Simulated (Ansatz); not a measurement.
Take TiB2 (space group P6/mmm, No. 191; relaxed with 0.1 eV smearing) as the base.

```yaml
crystal:
  lattice:
    - [3.03238, 0.00000, 0.00000]
    - [-1.51619, 2.62612, 0.00000]
    - [0.00000, 0.00000, 3.22383]
  atoms:
    - { symbol: Ti, position: [0.00000, 0.00000, 0.00000] }
    - { symbol: B, position: [0.66667, 0.33333, 0.50000] }
    - { symbol: B, position: [0.33333, 0.66667, 0.50000] }
```

Cartesian axes are those of the cell as printed.

Method: PBE, PAW, 420 eV (Ansatz, a quantum-chemistry and plane-wave program; no SOC).

Before the change:

| Item | Result |
|---|---|
| Pressure | 0.0 GPa |

One thing is altered: the cell is stretched by 1.50 % along z with no lateral relaxation, atoms relaxed at fixed cell.

Q: What happens to the pressure?

A: The pressure (mean of the normal stresses, compression positive) goes from zero to -3.1 GPa.

Q: What does the calculation give for the energy relative to the base after the change?

A: The energy rises by 2.6 meV/atom.

The cells carry an imposed strain or load. Stability against distortions was not tested. All final runs are without spin polarisation.
